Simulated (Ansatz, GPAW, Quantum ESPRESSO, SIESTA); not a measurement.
**Code comparison for Ga (Cmce, 4 atoms in the cell)**

Self-consistent single point.

```
Ga
1.0
    2.23154    -3.82558     0.00000
    2.23154     3.82558     0.00000
    0.00000     0.00000     4.58739
Ga
4
Direct
  0.65570   0.34430   0.41540
  0.34430   0.65570   0.58460
  0.84430   0.15570   0.91540
  0.15570   0.84430   0.08460
```

Shared settings, as Ansatz (a first-principles code) writes them: kpoints.mp_grid.grid = 4 4 4; scf.occupations.method = fermi_dirac; scf.occupations.width = 0.136 eV. Potentials and cutoffs stand in the table.

| code | model | pressure (GPa) | largest force (eV/Å) | cutoff |
|---|---|---|---|---|
| Ansatz | PBE, default PAW files | 2.05 | 0.123 | 420 eV |
| SIESTA | GGA PBE, numerical atomic orbitals DZP, PseudoDojo PBE standard norm-conserving potentials (rewritten from UPF to PSML) | 2.72 | 0.019 | grid 300 Ry |
| GPAW | PBE, GPAW PAW datasets PBE (gpaw-data 1.0.1) | 2.80 | 0.116 | 600 eV |
| Quantum ESPRESSO | PBE, PseudoDojo standard norm-conserving (PBE) pseudopotentials | 2.15 | 0.126 | 80 Ry |

The spread over the programs that give each value: pressure within 0.75 GPa; largest force within 0.107 eV/Å.

SIESTA uses small atom-centred bases, whose incompleteness enters pressures, forces and empty levels differently from a plane-wave cutoff. Ansatz's pressure is given at a fixed set of plane waves, as the other plane-wave codes print theirs; with its correction for the finite basis it is 2.10 GPa. In the force vectors, SIESTA (by 0.133) lies more than 0.08 eV/Å from the median of the plane-wave programs.

On the base mesh (6 6 5) the same programs gave: Ansatz pressure 1.89 GPa; Quantum ESPRESSO pressure 1.99 GPa; GPAW pressure 2.67 GPa; SIESTA pressure 2.60 GPa.

The starting cell comes from a database of computed structures (which also holds hypothetical and non-ambient phases and stackings), without a prior relaxation at this level. Its lattice was rescaled by a random factor within 2.5 % of one.

Left out of this page: CP2K (on another mesh); FLEUR (with a known weakness of the program).

Keys are those of Ansatz 0.2.
